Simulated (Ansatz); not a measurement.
Functionals compared on H on graphene, one in a 3x3 cell, started at the site 'top C', in Ansatz (plane waves, PAW). The structure was relaxed with PBE; the other rows are single points on it, each with its references at the same level. Cutoff 420 eV (500 eV for r2SCAN).

Model: 19-atom slab, 4x4x1 mesh, Fermi-Dirac 0.05 eV, dipole correction, 1 atoms held, the rest relaxed; no symmetry held; spin-polarised, no spin-orbit, no U, no dispersion correction. At the end it is bonded to C. In PBE it is, or lies within 0.03 eV of, the lowest of the starts that converged. These notes are the PBE run's. r2SCAN: The program's check for a lower electronic state was not made. Adsorption energies are against ½ H2(g). A negative adsorption energy means that the adsorbate is more stable on the surface than in its reference.

A dash marks a value that is undefined for that row or was read on another mesh.

| functional | adsorption energy (eV) | work function of the top face (eV) | change of the work function (eV) | magnetic moment of the cell (μB) | rough cost of the single point |
|---|---|---|---|---|---|
| PBE | 1.47 | 3.88 | -0.36 | 1.01 | – |
| RPBE | ___ | ___ | ___ | 1.01 | around 2.6 core-minutes (rough) |
| r2SCAN | 1.39 | – | – | 1.00 | about 6 core-minutes (a rough figure) |

Q: Fill in the missing entries.

A: 
- RPBE, adsorption energy (eV): 1.56
- RPBE, work function of the top face (eV): 3.78
- RPBE, change of the work function (eV): -0.35

Ansatz is a quantum-chemistry and plane-wave program.
